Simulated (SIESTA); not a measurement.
A self-consistent single point of Cs (Im-3m, 1 atom in the cell) with SIESTA.

Method of the run: GGA PBEsol, numerical atomic orbitals DZP, PseudoDojo PBEsol standard norm-conserving potentials (rewritten from UPF to PSML) (SIESTA 5.4.2).

The change in words: lattice scaled by 0.98; PAO.EnergyShift: 0.01 Ry → 0.002 Ry. Reference geometry:
```
Cs
1.0
   -3.03475     3.03475     3.03475
    3.03475    -3.03475     3.03475
    3.03475     3.03475    -3.03475
Cs
1
Cartesian
  0.00000   0.00000   0.00000
```

Reference input (self-consistent single point, DFT, GGA PBEsol, numerical atomic orbitals DZP, PseudoDojo PBEsol standard norm-conserving potentials (rewritten from UPF to PSML)): XC.functional = GGA; XC.authors = PBEsol; potentials = PseudoDojo PBEsol standard; PAO.BasisSize = DZP; PAO.EnergyShift = 0.01 Ry; MeshCutoff = 300 Ry; kgrid.MonkhorstPack = 8 8 8; OccupationFunction = MP; OccupationMPOrder = 0; ElectronicTemperature = 100 meV; MaxSCFIterations = 150; SCF.Mixer.Method = Broyden. This run's input differs from it in these lines:

```diff
@@ -11,5 +11,5 @@
 %block LatticeVectors
-    -5.734846357    5.734846357    5.734846357
-     5.734846357   -5.734846357    5.734846357
-     5.734846357    5.734846357   -5.734846357
+    -5.620149430    5.620149430    5.620149430
+     5.620149430   -5.620149430    5.620149430
+     5.620149430    5.620149430   -5.620149430
 %endblock LatticeVectors
@@ -23,3 +23,3 @@
 PAO.BasisSize                DZP
-PAO.EnergyShift              0.01 Ry
+PAO.EnergyShift              0.002 Ry
 MeshCutoff                   300 Ry
```

Output, abridged:

```
        iscf     Eharris(eV)        E_KS(eV)     FreeEng(eV)     dDmax    Ef(eV) dHmax(eV)
   scf:    1     -634.870377     -635.696111     -635.703705  0.211700 -2.564893  0.882134
   scf:    2     -635.708741     -635.702533     -635.710095  0.024788 -2.586709  0.654890
   scf:    3     -635.716321     -635.710239     -635.717715  0.068163 -2.649894  0.009374
   scf:    4     -635.710244     -635.710241     -635.717716  0.001185 -2.652246  0.004912
   scf:    5     -635.710243     -635.710242     -635.717717  0.000398 -2.653516  0.003560
   scf:    6     -635.710244     -635.710243     -635.717718  0.000337 -2.654600  0.002405
   scf:    7     -635.710244     -635.710243     -635.717718  0.000255 -2.655418  0.001534
   scf:    8     -635.710244     -635.710243     -635.717718  0.000167 -2.655951  0.000967
   scf:    9     -635.710244     -635.710244     -635.717718  0.000111 -2.656293  0.000602
   scf:   10     -635.710244     -635.710244     -635.717718  0.000062 -2.656488  0.000395
SCF Convergence by DM+H criterion
max |DM_out - DM_in|         :     0.0000621494
max |H_out - H_in|      (eV) :     0.0003948321
SCF cycle converged after 10 iterations

Using DM_out to compute the final energy and forces

siesta: E_KS(eV) =             -635.7102

siesta: E_KS - E_eggbox =      -635.7102

siesta: Atomic forces (eV/Ang):
     1   -0.000000   -0.000000   -0.000000
   Tot   -0.000000   -0.000000   -0.000000
   Max    0.000000
   Res    0.000000    sqrt( Sum f_i^2 / 3N )
   Max    0.000000    constrained

Stress tensor Voigt[x,y,z,yz,xz,xy] (kbar):       -4.59       -4.59       -4.59        0.00        0.00        0.00
(Free)E + p*V (eV/cell)     -635.4161
Target enthalpy (eV/cell)     -635.7177

siesta: Program's energy decomposition (eV):
siesta: FreeEng =      -635.717718

siesta: Stress tensor (static) (eV/Ang**3):
siesta:    -0.002867    0.000000    0.000000
siesta:     0.000000   -0.002867    0.000000
siesta:     0.000000    0.000000   -0.002867

siesta: Cell volume =        105.222103 Ang**3

siesta: Pressure (static):
siesta:                Solid            Molecule  Units
siesta:           0.00003122          0.00003122  Ry/Bohr**3
siesta:           0.00286680          0.00286680  eV/Ang**3
siesta:           4.59311596          4.59311596  kBar
```

The run converged in 10 iterations. Against the reference run the free energy goes down by 477 meV/atom and the pressure goes from 0.11 to 0.46 GPa.

The starting cell has typed, rounded lattice constants, without a prior relaxation at this level. Its lattice was rescaled by up to half a per cent. For this run, on top of that: lattice scaled by 0.98. Values carry the incompleteness of an atom-centred basis.
